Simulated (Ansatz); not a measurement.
## AsP in the rock salt structure (space group Fm-3m, No. 225; a hypothetical phase, not in the database extracts checked)

```cif
data_AsP
_chemical_formula_sum 'P1 As1'
_space_group_name_H-M_alt 'P 1'
_space_group_IT_number 1
_cell_length_a 3.68381
_cell_length_b 3.68381
_cell_length_c 3.68381
_cell_angle_alpha 60.000
_cell_angle_beta 60.000
_cell_angle_gamma 60.000
loop_
_space_group_symop_operation_xyz
  'x, y, z'
loop_
_atom_site_label
_atom_site_type_symbol
_atom_site_fract_x
_atom_site_fract_y
_atom_site_fract_z
_atom_site_occupancy
P1 P 0.00000 0.00000 0.00000 1
As1 As 0.50000 0.50000 0.50000 1
```

Level of theory: PBE, PAW, 420 eV (Ansatz, a program for electronic structure; no spin-orbit coupling). Settings: 15×15×15 k-points, 0.05 eV Fermi–Dirac smearing.

```yaml
volume_per_atom: 17.67 Å³
density: 4.97 g/cm³
band_gap: zero
total_energy: -2805.744 eV/atom (σ→0; compares only within this code and set-up)
```

No phonon test of stability was made. All final runs are without spin polarisation.
